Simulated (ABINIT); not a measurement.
A self-consistent single point of AlAs (F-43m, 2 atoms in the cell) with ABINIT.

Level of theory: LDA (PW92), norm-conserving pseudopotentials (PseudoDojo nc-sr-04 LDA standard) (plane waves; ABINIT).

```yaml
crystal:
  lattice:
    - [0.00000, 2.83000, 2.83000]
    - [2.83000, 0.00000, 2.83000]
    - [2.83000, 2.83000, 0.00000]
  atoms:
    - { symbol: Al, position: [0.00000, 0.00000, 0.00000] }
    - { symbol: As, position: [0.25000, 0.25000, 0.25000] }
```

Reference input (self-consistent single point, DFT, PBE, plane waves, norm-conserving pseudopotentials (PseudoDojo nc-sr-05 PBE standard)): pseudos = [Al.upf, As.upf]; ecut = 84 Ry; occopt = 3; tsmear = 0.00183747 Ha; ngkpt = 8 8 8; nshiftk = 1; shiftk = 0 0 0; potentials = PseudoDojo nc-sr-05 PBE standard; nband = 14; kptopt = 1; nstep = 100; toldfe = 1e-09 Ha. This run's input differs from it in these lines:

```diff
@@ -1,2 +1,2 @@
-# AlAs, PseudoDojo nc-sr-05 PBE standard
+# AlAs, PseudoDojo nc-sr-04 LDA standard
 pp_dirpath "./"
@@ -15,3 +15,3 @@
          0.2500000000    0.2500000000    0.2500000000
-ecut 84 Ry
+ecut 80 Ry
 occopt 3
```

Its files differ too (potentials: PseudoDojo nc-sr-05 PBE standard → PseudoDojo nc-sr-04 LDA standard).

The program printed (abridged):

```
--- !BeginCycle
solver: {iscf: 7, nstep: 100, nline: 4, wfoptalg: 0, }
tolerances: {toldfe: 1.00E-09, }
...

     iter   Etot(hartree)      deltaE(h)  residm     vres2
 ETOT  1  -107.48210377669    -1.075E+02 1.720E+00 2.870E+01
 ETOT  2  -108.36463991244    -8.825E-01 7.004E-02 4.954E+01
 ETOT  3  -108.37060467828    -5.965E-03 1.142E-02 9.799E+00
 ETOT  4  -108.37202897987    -1.424E-03 3.209E-03 3.943E-02
 ETOT  5  -108.37203520202    -6.222E-06 1.962E-03 2.103E-03
 ETOT  6  -108.37203538655    -1.845E-07 3.011E-04 5.738E-04
 ETOT  7  -108.37203545806    -7.151E-08 1.614E-04 1.833E-05
 ETOT  8  -108.37203546043    -2.363E-09 2.901E-05 4.548E-07
 ETOT  9  -108.37203546049    -6.875E-11 2.837E-05 7.043E-10
 ETOT 10  -108.37203546049     6.381E-12 1.969E-05 1.061E-12
 At SCF step   10, etot is converged :
  for the second time, diff in etot=  6.381E-12 < toldfe=  1.000E-09

 Cartesian components of stress tensor (hartree/bohr^3)
  sigma(1 1)=  5.08520956E-05  sigma(3 2)=  0.00000000E+00
  sigma(2 2)=  5.08520956E-05  sigma(3 1)=  0.00000000E+00
  sigma(3 3)=  5.08520956E-05  sigma(2 1)=  0.00000000E+00

 ----iterations are completed or convergence reached----

 reduced coordinates (array xred) for    2 atoms
       0.000000000000      0.000000000000      0.000000000000
       0.250000000000      0.250000000000      0.250000000000
 cartesian forces (eV/Angstrom) at end:
    1     -0.00000000000000    -0.00000000000000    -0.00000000000000
    2     -0.00000000000000    -0.00000000000000    -0.00000000000000
 frms,max,avg= 0.0000000E+00 0.0000000E+00   0.000E+00  0.000E+00  0.000E+00 e/A
   [... lines left out ...]
 Fermi (or HOMO) energy (hartree) =   0.16134   Average Vxc (hartree)=  -0.35143
   [... lines left out ...]
total_energy        : -1.08372035460488E+02
total_energy_eV     : -2.94895305660486E+03
band_energy         : -1.16289589668064E+01
...

-Cartesian components of stress tensor (GPa)         [Pressure= -1.4961E+00 GPa]
- sigma(1 1)=  1.49612005E+00  sigma(3 2)=  0.00000000E+00
- sigma(2 2)=  1.49612005E+00  sigma(3 1)=  0.00000000E+00
- sigma(3 3)=  1.49612005E+00  sigma(2 1)=  0.00000000E+00

 Calculation completed.
```

The run converged in 10 iterations. Against the reference run the pressure goes from 2.60 to -1.50 GPa and the gap on the mesh goes from 1.439 to 1.353 eV.

The starting cell has typed, rounded lattice constants, without a prior relaxation at this level.

Cost on one core of a shared machine: roughly 80 s.
